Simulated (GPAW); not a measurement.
## Worked example: self-consistent single point of Cr2TeSe (P-6m2, 4 atoms in the cell) in GPAW

Method of the run: PBEsol, GPAW PAW datasets PBEsol (made by gpaw-setup) (plane waves; GPAW).

Input:

```python
from ase import Atoms
from ase.units import GPa
from gpaw import GPAW

atoms = Atoms(['Cr', 'Cr', 'Te', 'Se'],
              cell=[[3.961390, 0.000000, 0.000000],
                    [-1.980695, 3.430664, 0.000000],
                    [0.000000, 0.000000, 6.337770]],
              scaled_positions=[[0.666667, 0.333333, 0.237750],
                                [0.666667, 0.333333, 0.762250],
                                [0.000000, 0.000000, 0.500000],
                                [0.333333, 0.666667, 0.000000]],
              pbc=True)

atoms.set_initial_magnetic_moments([3.0, 3.0, 0.0, 0.0])

calc = GPAW(spinpol=True,
            mode={'name': 'pw', 'ecut': 800},
            xc='PBEsol',
            kpts={'size': (6, 6, 3), 'gamma': True},
            occupations={'name': 'fermi-dirac', 'width': 0.1},
            nbands=-8,
            convergence={'forces': 0.001},
            symmetry={'symmorphic': False, 'tolerance': 0.0005},
            maxiter=100,
            txt='-')

atoms.calc = calc

energy = atoms.get_potential_energy()
print('Energy (eV):', round(energy, 6))
forces = atoms.get_forces()
print('Forces (eV/Ang):')
print(forces.round(5))
stress = atoms.get_stress()
print('Stress (GPa, Voigt):', (stress / GPa).round(4))
```

Output (repeated stretches shortened):

```
Input parameters:
  convergence: {forces: 0.001}
  kpts: {gamma: True,
         size: (6, 6, 3)}
  maxiter: 100
  mode: {ecut: 800,
         name: pw}
  nbands: -8
  occupations: {name: fermi-dirac,
                width: 0.1}
  spinpol: True
  symmetry: {symmorphic: False,
             tolerance: 0.0005}
  xc: PBEsol

species:
  Cr:
    name: Chromium
    Z: 24.0
    valence: 6
    core: 18
    charge: 0.0
    file: Cr.PBEsol.gz

    # Using partial waves for Cr as LCAO basis

  Te:
    name: Tellurium
    Z: 52.0
    valence: 6
    core: 46
    charge: 0.0
    file: Te.PBEsol.gz

    # Using partial waves for Te as LCAO basis

  Se:
    name: Selenium
    Z: 34.0
    valence: 6
    core: 28
    charge: 0.0
    file: Se.PBEsol.gz

    # Using partial waves for Se as LCAO basis

Reference energy: -307876.488406  # eV

Spin-polarized calculation.
Initial magnetic moment: 6.000000

Convergence criteria:
 Maximum [total energy] change in last 3 cyles: 0.0005 eV / valence electron
 Maximum integral of absolute [dens]ity change: 0.0001 electrons / valence electron
 Maximum integral of absolute [eigenst]ate change: 4e-08 eV^2 / valence electron
 Maximum change in the atomic [forces] across last 2 cycles: 0.001 eV/Ang OR
Maximum error relative to the maximum force is below inf
 Maximum number of scf [iter]ations: 100

Symmetries present (total): 12
Symmetries with fractional translations: 0
108 k-points: 6 x 6 x 3 Monkhorst-Pack grid + [1/12,1/12,0.000000]
14 k-points in the irreducible part of the Brillouin zone
       k-points in crystal coordinates                weights
   0:     0.00000000    0.00000000    0.00000000          1/108
   1:     0.00000000    0.00000000    0.33333333          2/108
   2:     0.16666667    0.00000000    0.00000000          6/108
   [... 7 lines left out ...]
          ...
  13:     0.50000000    0.50000000    0.33333333          6/108

Wave functions: Plane wave expansion
  Cutoff energy: 800.000 eV
  Number of coefficients (min, max): 4407, 4446
  Pulay-stress correction: 0.000000 eV/Ang^3 (de/decut=0.000000)

Occupation numbers: Fermi-Dirac:
  width: 0.1000  # eV

Eigensolver

Densities:
  Coarse grid: 27*27*42 grid
  Fine grid: 54*54*84 grid
  Total Charge: 0.000000

Density mixing:
  Method: difference
  Backend: pulay
  Linear mixing parameter: 0.05
  old densities: 5
  Damping of long wavelength oscillations: 50

Hamiltonian:
  XC and Coulomb potentials evaluated on a 54*54*84 grid
  External potential:
    NoExternalPotential

XC parameters: PBEsol with 2 nearest neighbor stencil

Number of atoms: 4
Number of atomic orbitals: 26
Number of bands in calculation: 23
Number of valence electrons: 24
Bands to converge: occupied

Density initialized from atomic densities
  23 bands from LCAO basis set

Atomic positions and initial magnetic moments

Positions:
   0 Cr     1.980697    1.143554    1.506805    ( 0.0000,  0.0000,  3.0000)
   1 Cr     1.980697    1.143554    4.830965    ( 0.0000,  0.0000,  3.0000)
   2 Te     0.000000    0.000000    3.168885    ( 0.0000,  0.0000,  0.0000)
   3 Se    -0.000002    2.287110    0.000000    ( 0.0000,  0.0000,  0.0000)

Unit cell:
           periodic     x           y           z      points  spacing
  1. axis:    yes    3.961390    0.000000    0.000000    27     0.1271
  2. axis:    yes   -1.980695    3.430664    0.000000    27     0.1271
  3. axis:    yes    0.000000    0.000000    6.337770    42     0.1509

  Lengths:   3.961390   3.961390   6.337770
  Angles:   90.000000  90.000000 120.000003

Effective grid spacing dv^(1/3) = 0.1412

     iter     time        total  log10-change:         magmom
                         energy   eigst   dens  force
iter:   1 --:--:--   -29.214522                          +5.9750
iter:   2 --:--:--   -28.863714   -1.30  -1.00           +6.4360
iter:   3 --:--:--   -28.186525   -1.52  -1.17           +7.3692
iter:   4 --:--:--   -28.153407   -0.93  -1.35           +7.7427
iter:   5 --:--:--   -28.173219   -2.04  -1.36           +7.6785
iter:   6 --:--:--   -27.951070   -1.70  -1.44           +7.5691
iter:   7 --:--:--   -27.996274   -3.14  -1.93           +7.6636
iter:   8 --:--:--   -27.974523   -2.57  -2.00           +7.7112
iter:   9 --:--:--   -27.979257   -2.68  -2.46           +7.7441
iter:  10 --:--:--   -27.975912c  -3.90  -2.54           +7.7419
iter:  11 --:--:--   -27.971696c  -4.02  -2.70           +7.7256
iter:  12 --:--:--   -27.981330c  -3.16  -2.71           +7.7821
iter:  13 --:--:--   -27.982992c  -3.92  -2.52           +7.8009
iter:  14 --:--:--   -27.982527c  -5.02  -2.45           +7.8114
iter:  15 --:--:--   -27.984358c  -4.60  -2.44           +7.8101
   [... 7 lines left out ...]
iter:  23 --:--:--   -27.977776c  -5.89  -3.54           +7.7933
iter:  24 --:--:--   -27.977773c  -6.42  -3.64           +7.7927
iter:  25 --:--:--   -27.977844c  -5.44  -3.65           +7.7937
iter:  26 --:--:--   -27.977836c  -6.49  -3.87           +7.7951
iter:  27 --:--:--   -27.977847c  -7.25  -3.98           +7.7954
iter:  28 --:--:--   -27.977863c  -6.57  -4.01c          +7.7957
iter:  29 --:--:--   -27.977863c  -6.99  -4.18c          +7.7958
iter:  30 --:--:--   -27.977854c  -6.96  -4.21c          +7.7959
iter:  31 --:--:--   -27.977858c  -7.56c -4.37c          +7.7959
iter:  32 --:--:--   -27.977860c  -7.83c -4.52c -3.49c   +7.7960

Converged after 32 iterations.

Dipole moment: (1.573573, -0.908503, -0.000000) |e|*Ang

Total magnetic moment: (0.000000, 0.000000, 7.795966)
Local magnetic moments:
   0 Cr ( 0.000000,  0.000000,  3.419319)
   1 Cr ( 0.000000,  0.000000,  3.419319)
   2 Te ( 0.000000,  0.000000, -0.104919)
   3 Se ( 0.000000,  0.000000, -0.068084)

Energy contributions relative to reference atoms: (reference = -307876.488406)

Kinetic:         +8.103693
Potential:      -13.136134
External:        +0.000000
XC:             -23.180988
Entropy (-ST):   -0.061704
Local:           +0.266421
SIC:             +0.000000
--------------------------
Free energy:    -28.008712
Extrapolated:   -27.977860

Spin contamination: 0.226704 electrons
Showing only first 2 kpts
                      Up                     Down
 Kpt  Band  Eigenvalues  Occupancy  Eigenvalues  Occupancy
  0    10      6.15617    1.00000      8.26525    0.00017
  0    11      6.15618    1.00000      8.42133    0.00004
  0    12      6.23336    0.99999      8.42135    0.00004
  0    13      6.23348    0.99999      9.53230    0.00000

  1    10      5.51795    1.00000      8.49038    0.00002
  1    11      5.84863    1.00000      8.98130    0.00000
  1    12      5.84872    1.00000      8.98169    0.00000
  1    13      6.49685    0.99988      9.17258    0.00000

Fermi level: 7.39773

No gap
No difference between direct/indirect transitions
Energy (eV): -27.97786

Forces in eV/Ang:
  0 Cr   -0.00000    0.00000    0.01237
  1 Cr   -0.00000    0.00000   -0.01237
  2 Te   -0.00000   -0.00000    0.00000
  3 Se    0.00000    0.00000    0.00000

Stress tensor:
     0.028977     0.000000     0.000000
     0.000000     0.028977     0.000000
     0.000000     0.000000     0.033402
Stress (GPa, Voigt): [4.6426 4.6426 5.3516 0.     0.     0.    ]
```

The run converged in 32 iterations. GPAW prints stress with tension positive.

The starting cell comes from a database of computed structures (which also holds hypothetical and non-ambient phases and stackings), without a prior relaxation at this level. Spin-orbit coupling is off. The magnetic order is the one reached from the typed start; others were not searched systematically. With a pressure of about -5 GPa the cell is away from its equilibrium volume at this level.

Cost on one core of a shared machine: roughly 3 min.
